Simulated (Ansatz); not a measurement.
# Response to strain in CdS

Start from CdS in the zinc blende structure (space group F-43m, No. 216; a = 5.757 Å). Axes: x, y, z lie along the cube axes.

Strains are applied to the cell and any free atomic positions relax.

Computed with Ansatz (a first-principles code), LDA, PAW, cutoff 420 eV, spin-orbit coupling left out.

Notes on the quantities. energy relative to the base: free energy F.

```json
[
 {"uniaxial strain ε_zz (%)": "0", "energy relative to the base (meV/atom)": "0.0"},
 {"uniaxial strain ε_zz (%)": "0.5", "energy relative to the base (meV/atom)": "?"},
 {"uniaxial strain ε_zz (%)": "1", "energy relative to the base (meV/atom)": "0.6"},
 {"uniaxial strain ε_zz (%)": "1.5", "energy relative to the base (meV/atom)": "1.4"},
 {"uniaxial strain ε_zz (%)": "2", "energy relative to the base (meV/atom)": "2.4"},
 {"uniaxial strain ε_zz (%)": "2.5", "energy relative to the base (meV/atom)": "3.7"},
 {"uniaxial strain ε_zz (%)": "3", "energy relative to the base (meV/atom)": "5.4"}
]
```

**Question.** Fit ΔE = Aε² + Bε³ (ε in %) to the rows shown and predict the withheld row.

**Answer.** Least squares on the printed values gives A = 0.606 and B = -0.0028 meV/atom (largest residual 0.0 meV/atom); this predicts 0.2 meV/atom, and the run gives 0.2 meV/atom, in agreement.

Stability against distortions was not tested.
